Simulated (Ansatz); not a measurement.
Data:

```
CELL_PARAMETERS angstrom
      3.61257     0.00000     0.00000
      1.80629     3.12858     0.00000
      0.00000     0.00000     5.90291
ATOMIC_POSITIONS crystal
  Zr 0.00000 0.00000 0.00000
  S  0.33333 0.33333 0.24921
  S  0.66667 0.66667 0.75079
```

No spin polarisation.

Method: r2SCAN+rVV10, PAW, 500 eV (Ansatz, a quantum-chemistry and plane-wave program; spin-orbit coupling left out). Γ-centred 10×10×6 mesh, Fermi–Dirac width 0.05 eV.

Estimate the pressure (mean of the normal stresses, compression positive).

1.99 GPa.

What is the computed smallest direct gap?

1.92 eV.

The cells carry an imposed strain or load. Whether these cells are dynamically stable was not tested. The cell was made from ZrS$_{2}$ in the CdI2 type structure (space group P-3m1, No. 164; layered, stacked along the Cartesian z axis) by this change: biaxial strain −1.68 %, plane normal [001], relaxed out of plane.
